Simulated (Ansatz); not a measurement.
Consider ZnGeP₂ in the chalcopyrite structure (space group I-42d, No. 122; a = 5.424 Å, c = 10.710 Å).

Method: Ansatz (a quantum-chemistry and plane-wave program) PBEsol, no spin-orbit coupling.

One change was made to it. Results:

The band gap falls by 0.24 eV (1.07 eV → 0.83 eV); the lattice parameter a drops by 0.235 Å to 5.189 Å; the gap character is still indirect, Γ → M–S (33 % along); the smallest direct gap falls by 0.33 eV to 0.91 eV.

Problem. What was done to the base?
A. pressure 0.9 GPa
B. pressure 15 GPa
C. pressure 4.5 GPa
D. pressure 2.1 GPa
E. pressure −1 GPa

Solution. B, pressure 15 GPa. For comparison, the band gap in the other runs: pressure 2.1 GPa gives 1.03 eV; pressure 0.9 GPa gives 1.05 eV; pressure 4.5 GPa gives 0.99 eV; pressure −1 GPa gives 1.09 eV.

Load acts through the strain it causes; cell and atoms are relaxed under it. No phonon test of stability was made. Competing high-pressure phases were not computed.
